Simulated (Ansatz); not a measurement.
## Band gap of GaN (model structure, started from the HgO type, P6₄22, No. 181, 6 atoms in the cell) at several levels of theory

No measured value is used here.

```
level (code)                value (eV)  cell (Å³/atom)
---------------------  ---------------  --------------
LDA (Ansatz)           1.78 (indirect)           10.08
PBEsol+SOC (Ansatz)               1.37           10.50
r²SCAN+SOC (Ansatz)    1.80 (indirect)           10.50
r²SCAN+rVV10 (Ansatz)  1.92 (indirect)           10.32
```

Computed values are for a static lattice. Levels without +SOC have no spin–orbit coupling; where heavier elements are present it shifts gaps, mostly down, and can invert bands.  PBEsol+SOC, r²SCAN+SOC: the gap is read on the k mesh or supercell of the run alone and can be too large. Values are at the level's own relaxed cell; PBEsol+SOC at the PBE-D3(BJ) cell; r²SCAN+SOC at the PBE-D3(BJ) cell. Cutoffs and k meshes differ between the levels. Ansatz's density-functional and Hartree–Fock values are scalar-relativistic unless marked +SOC, with PAW data made under PBE.

A model structure was made by putting elements into a prototype or built by hand; it is no filed structure, need not be a known phase, and can be a saddle point held by its symmetry.

Ansatz is a quantum-chemistry and plane-wave program.
